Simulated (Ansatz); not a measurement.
# CoAl under load (space group R-3m): band-structure transport figures

Consider the following.

```
AlCo
1.0
    2.82091    -0.00303    -0.00303
   -0.00303     2.82091    -0.00303
   -0.00303    -0.00303     2.82091
Al Co
1 1
Direct
  0.00000   0.00000   0.00000
  0.50000   0.50000   0.50000
```

These are PBEsol, rigid bands (plane waves, PAW, scalar-relativistic; Ansatz, a program for electronic structure) values and carry that method's errors. Condition of this run: uniaxial stress along [111] of 1 GPa (compression positive) (the target of the relaxation). Cell: cell and atoms relaxed with PBEsol, then loaded as said.

```
Item                                                               Value
------------------------------------  ----------------------------------
density of states at the Fermi level  0.673 states/(eV·cell), both spins
bare Sommerfeld coefficient                    0.79 mJ/(mol of atoms·K²)
Drude plasma energy                                               4.0 eV
root-mean-square Fermi velocity                                4.6e5 m/s
resistivity times τ                                      30 ×10⁻²² Ω·m·s
```

A metal at this level (no band gap); rigid bands, thermally averaged at 300 K, both spins. Spin-orbit coupling is left out. τ is one relaxation time for all states.

Treated as nonmagnetic (a ferromagnetic start lost its moment, other orders weren't tried): CoAl under load (space group R-3m).
